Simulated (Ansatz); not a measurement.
TiAl: response to strain

Consider TiAl (space group P4/mmm, No. 123; a = 2.813 Å, c = 4.062 Å; relaxed with 0.1 eV smearing). Axes: x, y, z lie along a, b, c of the conventional cell.

Strains are applied to the cell and any free atomic positions relax.

The values are results of Ansatz (a quantum-chemistry and plane-wave program) r2SCAN, no spin-orbit coupling, not measurements.

Notes on the quantities. energy relative to the base: free energy F; pressure: mean of the normal stresses, compression positive.

```
change                          energy relative to the base  shortest interatomic distance  pressure
------------------------------  ---------------------------  -----------------------------  --------
base                                             0 meV/atom                        2.813 Å   0.0 GPa
uniaxial strain ε_zz = −3.00 %                +8.5 meV/atom                        2.799 Å   3.9 GPa
uniaxial strain ε_zz = −2.50 %                +5.9 meV/atom                        2.806 Å   3.2 GPa
uniaxial strain ε_zz = −2.00 %                +3.8 meV/atom                        2.813 Å   2.5 GPa
uniaxial strain ε_zz = −1.50 %                +2.1 meV/atom                        2.813 Å   1.9 GPa
uniaxial strain ε_zz = −1.00 %                +0.9 meV/atom                        2.813 Å   1.2 GPa
uniaxial strain ε_zz = −0.50 %                +0.2 meV/atom                        2.813 Å   0.6 GPa
```

No phonon test of stability was made. The final runs are not spin-polarised.
